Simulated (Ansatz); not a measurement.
Consider a periodic stack without vacuum, fcc Al (0 0 1) on zinc-blende GaAs (0 0 1) (film strained to the substrate, faces as cut): substrate slab As6Ga5, film Al12, surface cells [[1, 0], [1, 1]] and [[0, -1], [2, 1]], film strained by +0.5 and +0.5 %, faces As/As and Al/Al as cut (like faces can put a slab off its formula). Its start:

```yaml
crystal:
  lattice:
    - [4.06279, 0.00000, 0.03061]
    - [0.00000, 4.06279, -0.02606]
    - [-0.11737, -1.88163, 28.39542]
  atoms:
    - { symbol: As, position: [0.96417, 0.51836, 0.13392] }
    - { symbol: As, position: [0.43000, 0.96041, 0.03036] }
    - { symbol: As, position: [0.00041, 0.62727, 0.33689] }
    - { symbol: As, position: [0.50044, 0.08265, 0.23595] }
    - { symbol: As, position: [0.96447, 0.69335, 0.54325] }
    - { symbol: As, position: [0.47992, 0.15827, 0.43916] }
    - { symbol: Ga, position: [0.00189, 0.04347, 0.18503] }
    - { symbol: Ga, position: [0.46465, 0.46752, 0.08587] }
    - { symbol: Ga, position: [0.98007, 0.15429, 0.38775] }
    - { symbol: Ga, position: [0.50857, 0.61308, 0.28614] }
    - { symbol: Ga, position: [0.44355, 0.68246, 0.48741] }
    - { symbol: Al, position: [0.36680, 0.22285, 0.67817] }
    - { symbol: Al, position: [0.86457, 0.70194, 0.68225] }
    - { symbol: Al, position: [0.86090, 0.21235, 0.59583] }
    - { symbol: Al, position: [0.36494, 0.70636, 0.61463] }
    - { symbol: Al, position: [0.34241, 0.27891, 0.82100] }
    - { symbol: Al, position: [0.82951, 0.77537, 0.82504] }
    - { symbol: Al, position: [0.85225, 0.23478, 0.75008] }
    - { symbol: Al, position: [0.34673, 0.75299, 0.75256] }
    - { symbol: Al, position: [0.37682, 0.35783, 0.96080] }
    - { symbol: Al, position: [0.91345, 0.85336, 0.97800] }
    - { symbol: Al, position: [0.85795, 0.32437, 0.89608] }
    - { symbol: Al, position: [0.33540, 0.82711, 0.89224] }
```

The start was prepared with a machine-learned potential, and the result is one local minimum, with the in-plane cell held and forces under 0.04 eV/Å; the film can end far from its bulk form.

These are PBE (plane waves to 420 eV, PAW; Ansatz, a first-principles code) values and carry that method's errors. No spin–orbit coupling; the runs are not spin-polarised; PBE gaps are too small against experiment. Its k-point mesh 8×8×1, Fermi–Dirac width 0.05 eV.

Problem. Predict the relaxed interface.

Solution. 
| Property | Result |
|---|---|
| interface area | 16.5 Å² |
| period | 28.49 Å |
| gaps between the outermost planes at the two interfaces | 1.71 and 1.71 Å |
| Al–As contacts across the interfaces within 1.22 times the sum of covalent radii | 8, mean 2.74 Å |
| estimate of the barrier | withheld, since the Fermi level falls at or inside a band of the host, which a slab this thin can't settle |
